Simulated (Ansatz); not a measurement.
The reference is AlN in the zinc blende structure (space group F-43m, No. 216).

```cif
data_Al4N4
_chemical_formula_sum 'N4 Al4'
_space_group_name_H-M_alt 'F-43m'
_space_group_IT_number 216
_space_group_name_Hall 'F -4 2 3'
_cell_length_a 4.40321
_cell_length_b 4.40321
_cell_length_c 4.40321
_cell_angle_alpha 90.000
_cell_angle_beta 90.000
_cell_angle_gamma 90.000
loop_
_atom_site_label
_atom_site_type_symbol
_atom_site_symmetry_multiplicity
_atom_site_Wyckoff_symbol
_atom_site_fract_x
_atom_site_fract_y
_atom_site_fract_z
_atom_site_occupancy
N1 N 4 c 0.25000 0.25000 0.25000 1
Al1 Al 4 a 0.00000 0.00000 0.00000 1
```
(The calculation used a cell of 2 atoms; values per cell refer to that cell.)

Calculations: PBE (Ansatz, a program for electronic structure, PAW, without spin-orbit coupling).

Before the change:

| Property | Value |
|---|---|
| Valley order | X along ⟨100⟩ 3.31 eV; Γ 3.98 eV |

The change: 0.0149 holes added to each cell, a density of 7.0×10^20 cm⁻³, with a uniform compensating background at fixed cell and a 300 K Fermi–Dirac width.

Task: Predict the new valley order and Fermi level from band edge.

Result: The valley order (the lowest conduction-band minima on the path, energy above the VBM, named in the base's zone) becomes X along ⟨100⟩ 3.34 eV; Γ 3.99 eV (base: X along ⟨100⟩ 3.31 eV; Γ 3.98 eV); the Fermi level relative to the doped band's edge (positive inside the band; to 0.05 eV) is 0.00 eV.

Carriers are added with a uniform compensating background; total energy and stress of such cells depend on the potential's zero and are not compared; many-body gap narrowing is missing at this level. The levels and masses belong to the bands next to the band gap. Whether these cells are dynamically stable was not tested. This is not the structure that AlN has at room temperature and ambient pressure.
